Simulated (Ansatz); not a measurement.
Data:

```
Pt5Sr
1.0
    5.39769     0.00000     0.00000
   -2.69885     4.67454     0.00000
    0.00000     0.00000     4.35315
Sr Pt
1 5
Direct
  0.00000   0.00000   0.00000
  0.50000   0.50000   0.50000
  0.00000   0.50000   0.50000
  0.50000   0.00000   0.50000
  0.66667   0.33333   0.00000
  0.33333   0.66667   0.00000
```

All values below come from PBEsol, DFPT electron-phonon coupling, linearised Boltzmann equation (plane waves, PAW, scalar-relativistic; Ansatz, a first-principles code). Cell: relaxed with this functional, without spin-orbit coupling.

### Question
What phonon-limited resistivity does this give at 300 K?

### Answer
18.7 (x), 18.7 (y), 13.8 (z) μΩ·cm.

### Question
How long is the mean free path there?

### Answer
8.5 (x), 8.5 (y), 8.1 (z) nm, weighted by the current that each state carries. Wires not much wider than this gain resistivity from their walls.

A metal at this level (no band gap). Only scattering by harmonic phonons is included (no impurities, grain boundaries, electron-electron scattering or thermal expansion). Spin-orbit coupling is left out, which matters with elements this heavy. Halving the electron mesh (20x20x20) moves the resistivity by up to 6 % at 300 K, the mean free path by up to 6 %. Smearing 0.20 eV; phonons on a 3x3x3 q mesh, which this run doesn't test.

Formula and space group known from diffraction (Crystallography Open Database), not checked to be the room-temperature form: SrPt5 (P6/mmm).
